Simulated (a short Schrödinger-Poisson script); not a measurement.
Solved with a short Schrödinger-Poisson script written for these runs: 1D Poisson equation in equilibrium, electrons quantum, Hartree (BenDaniel-Duke, 12 states a valley, the channel's in-plane mass for all, wave functions free to enter the dielectric), parabolic valleys, classical holes, full ionisation, no traps, pinning or gate leakage.

Structure: symmetric double-gate stack, Si3N4 on p-type Si(100), at 300 K.

From the gate side: 2.5 nm Si3N4; 5 nm Si, acceptors 2e15 cm⁻³; 2.5 nm Si3N4.

The device is made up for the run: typed textbook-type constants, with dimensions and the other settings drawn at random. Si3N4: permittivity 7.5, conduction-band edge (eV) 1.95, gap (eV) 5.1, electron mass (mₑ) 0.5. Si: permittivity 11.7, conduction-band edge (eV) 0, gap (eV) 1.124, Nv at 300 K (cm⁻³) 3.1e19.

Channel valleys (confinement mass, in-plane density-of-states mass, number): Δ2 0.916, 0.19, 2; Δ4 0.19, 0.417, 4. At the gates, both at one voltage, the conduction-band edge of layer 1 lies 2.36 eV − eVg above the Fermi level of the channel. Gaps are held at their typed values at every temperature. Mesh 0.03 nm at interfaces.

Q: Give the lowest subband against the Fermi level at Vg = 0.9 V (meV); the gate voltage at 1e11 electrons/cm² (V); the sheet density of all electrons at Vg = 0.9 V (cm⁻²).

A: lowest subband against the Fermi level at Vg = 0.9 V (meV): -11.8; gate voltage at 1e11 electrons/cm² (V): 0.31; sheet density of all electrons at Vg = 0.9 V (cm⁻²): 1.18e13.
